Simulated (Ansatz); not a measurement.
**TiSi2: response to strain**

Consider TiSi2 (space group Cmcm, No. 63).

```
TiSi2
1.0
    1.76330    -6.75838     0.00000
    1.76330     6.75838     0.00000
    0.00000     0.00000     3.56518
Si Ti
4 2
Cartesian
  1.76330  -5.96993   2.67388
  1.76330   5.96993   0.89129
  1.76330   3.37525   2.67388
  1.76330  -3.37525   0.89129
  1.76330  -1.39491   2.67388
  1.76330   1.39491   0.89129
```

Cartesian axes are those of the cell as printed.

Strains are applied to the cell and any free atomic positions relax; under biaxial strain the out-of-plane vector relaxes too; under stress the whole cell relaxes.

Method: DFT with r2SCAN, PAW potentials and a 500 eV plane-wave cutoff in Ansatz (a program for electronic structure), scalar-relativistic without spin-orbit coupling.

Notes on the quantities. pressure: mean of the normal stresses, compression positive.

| case | pressure | volume per atom | space group |
|---|---|---|---|
| base | 0.0 GPa | 14.16 Å³ | Cmcm (No. 63) |
| biaxial strain −2.91 %, plane normal [001], relaxed out of plane | 5.8 GPa | 13.55 Å³ | Cmcm (No. 63) |
| biaxial strain +1.24 %, plane normal [001], relaxed out of plane | -2.1 GPa | ___ | Cmcm (No. 63) |
| biaxial strain +1.67 %, plane normal [001], relaxed out of plane | ___ | ___ | Cmcm (No. 63) |
| uniaxial strain ε_xx = −2.68 % | 4.4 GPa | 13.78 Å³ | Cmcm (No. 63) |
| uniaxial strain ε_zz = +4.30 % | -6.1 GPa | 14.77 Å³ | Cmcm (No. 63) |
| tensor shear ε_xy = −0.35 % | 0.0 GPa | 14.16 Å³ | P2_1/m (No. 11) |
| uniaxial stress, 1 GPa compression along z | – | 14.14 Å³ | Cmcm (No. 63) |
| tensor shear ε_yz = +0.42 % | 0.0 GPa | 14.16 Å³ | C2/m (No. 12) |
| uniaxial stress, 1 GPa tension along x | – | 14.19 Å³ | Cmcm (No. 63) |

Q: Some entries are withheld; estimate them.

A: 
- biaxial strain +1.24 %, plane normal [001], relaxed out of plane, volume per atom: 14.43 Å³
- biaxial strain +1.67 %, plane normal [001], relaxed out of plane, pressure: -2.7 GPa
- biaxial strain +1.67 %, plane normal [001], relaxed out of plane, volume per atom: 14.52 Å³

Without a gap, meshes like the base's 14×14×13 leave anisotropic stresses uncertain by several tenths of a GPa, and small strain energies with them. Stability under load was not tested beyond the relaxation. All final runs are without spin polarisation.
